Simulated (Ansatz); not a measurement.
The starting structures come from a database of crystals and need not be the phases stable at ambient conditions.

Tunnelling through a barrier is set by its complex band structure: the current falls as exp(−2κd) with the smallest κ.

Here is the system:

```
CELL_PARAMETERS angstrom
      5.77276     0.00000     0.00000
      0.00000     8.24179     0.00000
      0.00000     0.00000     8.24179
ATOMIC_POSITIONS crystal
  Pb 0.80777 0.50000 0.22399
  Pb 0.30777 0.72399 0.00000
  Pb 0.80777 0.50000 0.77601
  Pb 0.30777 0.27601 0.00000
  Pb 0.69223 0.00000 0.72399
  Pb 0.19223 0.77601 0.50000
  Pb 0.69223 0.00000 0.27601
  Pb 0.19223 0.22399 0.50000
  O  0.08529 0.50000 0.00000
  O  0.58529 0.50000 0.00000
  O  0.41471 0.00000 0.50000
  O  0.91471 0.00000 0.50000
  F  0.50000 0.28898 0.71102
  F  0.00000 0.21102 0.21102
  F  0.50000 0.71102 0.28898
  F  0.00000 0.78898 0.78898
  F  0.00000 0.21102 0.78898
  F  0.50000 0.28898 0.28898
  F  0.00000 0.78898 0.21102
  F  0.50000 0.71102 0.71102
```

Space group of this cell: P4_2/nmc. The cell was relaxed by PBE-D3(BJ); by PBEsol its mean pressure is -2.0 GPa.

Transport runs along the normal of the first two printed cell vectors, the (100) plane of the conventional cell.

The gap is the functional's own, uncorrected, and κ follows it; spin-orbit coupling is left out. Mid-gap values are interpolated between the computed energies.

Task: State the band gap and the smallest decay constant κ at mid-gap according to PBEsol (Ansatz, a quantum-chemistry and plane-wave program).

Result: Gap 2.78 eV on a 6×4×4 mesh; κ = 0.305 1/Å, at the zone centre.
